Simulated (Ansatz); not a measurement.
We consider In₂O₃ (Pbcn, No. 60, 20 atoms in the cell; start mp-1105681; a measured phase of this formula has another space group), described by r²SCAN+SOC (Ansatz, a quantum-chemistry and plane-wave program, PAW).

Input file:

Ansatz 0.2 input:
```yaml
crystal:
  lattice:
    - [7.9715886218, 0.0, 0.0]
    - [0.0, 5.5208935869, 0.0]
    - [0.0, 0.0, 5.6085780406]
  atoms:
    - { symbol: In, position: [0.1149113141, 0.2476816128, 0.5284235676] }
    - { symbol: In, position: [0.8850886859, 0.7523183872, 0.4715764324] }
    - { symbol: In, position: [0.3850886859, 0.2523183872, 0.0284235676] }
    - { symbol: In, position: [0.6149113141, 0.7476816128, 0.9715764324] }
    - { symbol: In, position: [0.6149113141, 0.2523183872, 0.4715764324] }
    - { symbol: In, position: [0.3850886859, 0.7476816128, 0.5284235676] }
    - { symbol: In, position: [0.8850886859, 0.2476816128, 0.9715764324] }
    - { symbol: In, position: [0.1149113141, 0.7523183872, 0.0284235676] }
    - { symbol: O, position: [0.8496312951, 0.3899120919, 0.6044276019] }
    - { symbol: O, position: [0.1503687049, 0.6100879081, 0.3955723981] }
    - { symbol: O, position: [0.6503687049, 0.1100879081, 0.1044276019] }
    - { symbol: O, position: [0.3496312951, 0.8899120919, 0.8955723981] }
    - { symbol: O, position: [0.3496312951, 0.1100879081, 0.3955723981] }
    - { symbol: O, position: [0.6503687049, 0.8899120919, 0.6044276019] }
    - { symbol: O, position: [0.1503687049, 0.3899120919, 0.8955723981] }
    - { symbol: O, position: [0.8496312951, 0.6100879081, 0.1044276019] }
    - { symbol: O, position: [0.0, 0.9580292189, 0.75] }
    - { symbol: O, position: [0.0, 0.0419707811, 0.25] }
    - { symbol: O, position: [0.5, 0.5419707811, 0.25] }
    - { symbol: O, position: [0.5, 0.4580292189, 0.75] }
basis:
  ecutwfc: 560
  ecutrho_ratio: 4
  xc_grid: 3
kpoints:
  mp_grid: { grid: [4, 6, 6] }
  band_path: { path: [[0, 0, 0], [0, 0, 0.4]], npoints: 1 }
hamiltonian:
  xc: r2scan
  dispersion: none
  pseudopotentials: { kind: paw }
scf:
  occupations: { method: fermi_dirac, width: 0.01 }
  convergence: { dr2_threshold: 0.000000002 }
output:
  forces: true
  stress: true
  eigenvalues: true
  write_bands: true
magnetization:
  noncollinear: true
  spin_orbit: true
```

Excerpt of the program's output:

```
Crystal: 20 atoms, lattice volume = 246.835 Å³
Basis set: ecut = 560 eV, 7455 PW (Γ), exchange–correlation on 192×135×135 points (27 copies of the dense FFT grid, shifted against one another)
Bands: 216, of which v1, the nominal top of the filled ones, is band 176 counted from 1 (175 counted from 0)
Symmetry: 8 space group operations + 8 with time reversal
k-points: 48 of 144
Initial density: superposition of atomic densities (chi_scale 0.1, normalization cell, long waves kept (reshape's long-wave potential 0.00 eV rms))
Functional: x = r2scan, c = r2scan; τ floored in thin density (d = 2e-4 eV/Å³)
spin=Noncollinear: Resta preconditioning applied to the charge; magnetization (m_x, m_y, m_z) channels mix plain (no charge-response kernel on spin).
SCF 1 converged in 11 iterations: F = -51645.221856 eV  dr2 = 1.01e-10
SCF converged after 11 iterations
Free energy (F): -51645.221856 eV
Internal energy: -51645.221856 eV  (E = F + TS)
E sigma→0 (E₀):  -51645.221856 eV
Fermi energy:    9.868905 eV
--- Forces (eV/Å), atoms counted from 1 ---
  atom   1  In    -0.03333089    -0.01493190     0.00283449
  atom   2  In     0.03333089     0.01493190    -0.00283449
  atom   3  In     0.03333089     0.01493190     0.00283449
  atom   4  In    -0.03333089    -0.01493190    -0.00283449
  atom   5  In    -0.03333089     0.01493190    -0.00283449
  atom   6  In     0.03333089    -0.01493190     0.00283449
  atom   7  In     0.03333089    -0.01493190    -0.00283449
  atom   8  In    -0.03333089     0.01493190     0.00283449
  atom   9  O     -0.02629261     0.02202127    -0.00581105
  atom  10  O      0.02629261    -0.02202127     0.00581105
  atom  11  O      0.02629261    -0.02202127    -0.00581105
  atom  12  O     -0.02629261     0.02202127     0.00581105
  atom  13  O     -0.02629261    -0.02202127     0.00581105
  atom  14  O      0.02629261     0.02202127    -0.00581105
  atom  15  O      0.02629261     0.02202127     0.00581105
  atom  16  O     -0.02629261    -0.02202127    -0.00581105
  atom  17  O      0.00000000    -0.04238101     0.00000000
  atom  18  O     -0.00000000     0.04238101    -0.00000000
  atom  19  O      0.00000000     0.04238101     0.00000000
  atom  20  O     -0.00000000    -0.04238101     0.00000000
--- Stress (GPa, compression-positive) ---
       -0.005956       0.000000       0.000000
        0.000000      -0.173973       0.000000
        0.000000       0.000000      -0.064984
  P = ⅓ Tr σ = -0.0816 GPa (-0.816 kbar)
```

The PAW data were made under PBE.

Note: cell and atoms aren't relaxed at this level (largest force component 0.04 eV/Å).

A start named mp-… is a Materials Project structure, which need not be a measured phase.
